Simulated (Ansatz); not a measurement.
The reference is InP in the zinc blende structure (space group F-43m, No. 216; a = 5.8784 Å).

The values are results of Ansatz (an electronic-structure program), PBEsol, PAW, cutoff 420 eV, no spin-orbit coupling, not measurements.

Before the change:

```
Item         Value
--------  --------
Pressure  0.00 GPa
Band gap   0.57 eV
```

One thing is altered: every lattice vector is stretched by 2.50 %, atoms relaxed at fixed cell.

**Question.** What does the calculation give for the energy relative to the base, pressure and band gap after the change?

**Answer.** The energy goes up by 27 meV/atom; the pressure goes from zero to -4.15 GPa; the band gap shrinks by 0.40 eV (0.57 eV → 0.17 eV).

The cells carry an imposed strain or load. Whether these cells are dynamically stable was not tested. The zero or small gap of InP under isotropic strain +2.50 % can change with the level of theory.
